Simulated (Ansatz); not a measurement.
Relaxation of the outer planes of the (110) surface of bcc Fe, ferromagnetic in its 1x1 cell, outermost plane spacing 2.00 Å in the ideal cut.

Method: PBE (plane waves to 420 eV, PAW; Ansatz, an electronic-structure program).

Model: 6-atom slab, 10.0 Å thick at the start (thin: gaps and levels are the slab's own), 16x16x1 mesh, Fermi-Dirac 0.1 eV, dipole correction, all atoms relaxed; symmetry of the start imposed; spin-polarised, no spin-orbit, no U.

| plane | atoms | bulk spacing to the next (Å) | relaxed spacing (Å) | change (%) | rumpling (Å) |
|---|---|---|---|---|---|
| 1 | Fe | 2.002 | 1.995 | -0.3 | 0.00 |
| 2 | Fe | 2.002 | 2.010 | 0.4 | 0.00 |
